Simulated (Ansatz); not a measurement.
Take Ga2Cu (space group P4/mmm, No. 123; a = 2.803 Å, c = 5.742 Å; relaxed with 0.1 eV smearing) as the base. Axes: x, y, z lie along a, b, c of the conventional cell.

All numbers come from DFT with PBEsol, PAW potentials and a 420 eV plane-wave cutoff in Ansatz (a first-principles code), no SOC.

Modification: uniaxial strain ε_zz = +2.48 %, all other strain components held at zero, atoms relaxed at fixed cell.

Problem. Predict the stress tensor and what it implies for the stiffness.

Solution. Stress of the strained cell less that of the base (GPa, compression positive):
```
   -1.4     0.0     0.0
    0.0    -1.4     0.0
    0.0     0.0    -4.7
```

Then −Δσ_ii/ε with ε = 0.0248 gives secant stiffness values (nonlinear terms included at this strain): C33 ≈ 189 GPa, C13 ≈ 56 GPa and C23 ≈ 56 GPa.

As a check, the harmonic strain energy −½ V₀ Δσ:ε is 5.4 meV/atom; the computed energy rise is 5.6 meV/atom.

No phonon test of stability was made. All final runs are without spin polarisation.
